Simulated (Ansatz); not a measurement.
BeS: response to strain

Take BeS in the zinc blende structure (space group F-43m, No. 216; a = 4.869 Å) as the base. Axes: x, y, z lie along the cube axes.

Strains are applied to the cell and any free atomic positions relax; under biaxial strain the out-of-plane vector relaxes too.

Computed with r2SCAN in Ansatz (plane waves to 500 eV, PAW, spin-orbit coupling left out).

Notes on the quantities. energy relative to the base: free energy F.

```json
[
 {"variant": "base", "volume per atom": "14.43 Å³", "energy relative to the base": "0 meV/atom"},
 {"variant": "biaxial strain −2.50 %, plane normal [111], relaxed out of plane", "volume per atom": "13.84 Å³", "energy relative to the base": "+14 meV/atom"},
 {"variant": "biaxial strain −2.08 %, plane normal [111], relaxed out of plane", "volume per atom": "13.94 Å³", "energy relative to the base": "+9.7 meV/atom"},
 {"variant": "biaxial strain −1.67 %, plane normal [111], relaxed out of plane", "volume per atom": "14.03 Å³", "energy relative to the base": "[?]"},
 {"variant": "biaxial strain −1.25 %, plane normal [111], relaxed out of plane", "volume per atom": "14.13 Å³", "energy relative to the base": "[?]"},
 {"variant": "biaxial strain −0.83 %, plane normal [111], relaxed out of plane", "volume per atom": "14.23 Å³", "energy relative to the base": "+1.5 meV/atom"},
 {"variant": "biaxial strain −0.42 %, plane normal [111], relaxed out of plane", "volume per atom": "14.33 Å³", "energy relative to the base": "[?]"}
]
```

Task: Some entries are withheld; estimate them.

Result: 
- biaxial strain −1.67 %, plane normal [111], relaxed out of plane, energy relative to the base: +6.2 meV/atom
- biaxial strain −1.25 %, plane normal [111], relaxed out of plane, energy relative to the base: +3.4 meV/atom
- biaxial strain −0.42 %, plane normal [111], relaxed out of plane, energy relative to the base: +0.4 meV/atom

No phonon test of stability was made.

Ansatz is a program for electronic structure.
